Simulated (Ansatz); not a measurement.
Response to strain in HgTe

Start from HgTe in the zinc blende structure (space group F-43m, No. 216).

```
HgTe
1.0
    0.00000     3.25489     3.25489
    3.25489     0.00000     3.25489
    3.25489     3.25489     0.00000
Hg Te
1 1
Direct
  0.00000   0.00000   0.00000
  0.25000   0.25000   0.25000
```

Cartesian axes are those of the cell as printed.

Strains are applied to the cell and any free atomic positions relax; under biaxial strain the out-of-plane vector relaxes too.

Computed with PBEsol (Ansatz, an electronic-structure program; PAW; 420 eV plane waves; spin-orbit coupling left out).

Notes on the quantities. energy relative to the base: free energy F; pressure: mean of the normal stresses, compression positive.

| variant | energy relative to the base | pressure | volume per atom |
|---|---|---|---|
| base | 0 meV/atom | 0.0 GPa | 34.48 Å³ |
| biaxial strain −3.00 %, plane normal [001], relaxed out of plane | +7.8 meV/atom | 0.8 GPa | 33.79 Å³ |
| biaxial strain −2.50 %, plane normal [001], relaxed out of plane | ? | ? | ? |
| biaxial strain −2.00 %, plane normal [001], relaxed out of plane | +3.4 meV/atom | 0.5 GPa | 34.03 Å³ |
| biaxial strain −1.50 %, plane normal [001], relaxed out of plane | +1.9 meV/atom | 0.4 GPa | 34.15 Å³ |
| biaxial strain −1.00 %, plane normal [001], relaxed out of plane | +0.8 meV/atom | 0.3 GPa | 34.27 Å³ |
| biaxial strain −0.50 %, plane normal [001], relaxed out of plane | +0.2 meV/atom | 0.1 GPa | 34.38 Å³ |
| biaxial strain +0.50 %, plane normal [001], relaxed out of plane | +0.2 meV/atom | -0.1 GPa | 34.58 Å³ |

What belongs in the blanks?


- biaxial strain −2.50 %, plane normal [001], relaxed out of plane, energy relative to the base: +5.4 meV/atom
- biaxial strain −2.50 %, plane normal [001], relaxed out of plane, pressure: 0.7 GPa
- biaxial strain −2.50 %, plane normal [001], relaxed out of plane, volume per atom: 33.91 Å³

A case with no gap was solved on a k-mesh chosen for an insulator, which is coarse for it. Whether these cells are dynamically stable was not tested. All final runs are without spin polarisation.
